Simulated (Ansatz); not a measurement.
## PtSe2: pressure −2 GPa

The parent structure is PtSe$_{2}$ in the CdI2 type structure (space group P-3m1, No. 164; a = 3.772 Å, c = 4.818 Å; layered).

Now apply this change: hydrostatic tension (pressure −2 GPa).

All numbers come from PBE-D3(BJ)/PAW in Ansatz (a program for electronic structure), without spin-orbit coupling. k-mesh 14×14×10 (Γ-centred); smearing 0.05 eV (Fermi–Dirac).

```csv
quantity,base,changed,shift
volume per atom,19.79 Å³,20.74 Å³,+0.942 Å³
density,9.87 g/cm³,9.42 g/cm³,-0.45 g/cm³
lattice parameter a,7.129 bohr,7.147 bohr,+0.018 bohr
c/a ratio,1.277,1.328,+0.0505
shortest interatomic distance,4.774 bohr,4.789 bohr,+0.0155 bohr
band gap,zero,zero,–
```

Final structure:

```
CELL_PARAMETERS angstrom
      3.78214     0.00000     0.00000
     -1.89107     3.27543     0.00000
      0.00000     0.00000     5.02176
ATOMIC_POSITIONS crystal
  Pt 0.00000 0.00000 0.00000
  Se 0.66667 0.33333 0.25612
  Se 0.33333 0.66667 0.74388
```

Load acts through the strain it causes; cell and atoms are relaxed under it. Stability against distortions was not tested. The final runs are not spin-polarised. The zero or small gap of PtSe2 can change with the level of theory.
